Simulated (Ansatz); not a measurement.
The starting structures come from a database of crystals and need not be the phases stable at ambient conditions.

 Where the default PAW files enter, the runs use the earlier of Ansatz's two default sets.

Here is the system:

```yaml
crystal:
  lattice:
    - [4.66916, 0.00000, 0.00000]
    - [-1.78201, 6.49619, 0.00000]
    - [0.39060, 0.32129, 7.74073]
  atoms:
    - { symbol: Ge, position: [0.50000, 0.50000, 0.50000] }
    - { symbol: Ge, position: [0.00000, 0.00000, 0.00000] }
    - { symbol: P, position: [0.11220, 0.74600, 0.31070] }
    - { symbol: P, position: [0.88780, 0.25400, 0.68930] }
    - { symbol: P, position: [0.52120, 0.13940, 0.23730] }
    - { symbol: P, position: [0.47880, 0.86060, 0.76270] }
    - { symbol: O, position: [0.79320, 0.06500, 0.19260] }
    - { symbol: O, position: [0.20680, 0.93500, 0.80740] }
    - { symbol: O, position: [0.84580, 0.70500, 0.43810] }
    - { symbol: O, position: [0.15420, 0.29500, 0.56190] }
    - { symbol: O, position: [0.30500, 0.96680, 0.36240] }
    - { symbol: O, position: [0.69500, 0.03320, 0.63760] }
    - { symbol: O, position: [0.69970, 0.40440, 0.67450] }
    - { symbol: O, position: [0.30030, 0.59560, 0.32550] }
    - { symbol: O, position: [0.38500, 0.67120, 0.65880] }
    - { symbol: O, position: [0.61500, 0.32880, 0.34120] }
    - { symbol: O, position: [0.95750, 0.23330, 0.87710] }
    - { symbol: O, position: [0.04250, 0.76670, 0.12290] }
    - { symbol: O, position: [0.64800, 0.83280, 0.91920] }
    - { symbol: O, position: [0.35200, 0.16720, 0.08080] }
```

Space group of this cell: P-1. The cell is taken as given; by r2SCAN its mean pressure is 1.1 GPa.

Transport runs along the normal of the first two printed cell vectors.

No gap correction and no spin-orbit coupling; mid-gap values are interpolated between computed energies.

Problem. Compute, with r2SCAN (Ansatz, an electronic-structure program), the band gap and the smallest decay constant κ at mid-gap.

Solution. Gap 5.14 eV on a 8×6×4 mesh; κ = 0.466 1/Å, at the zone centre.
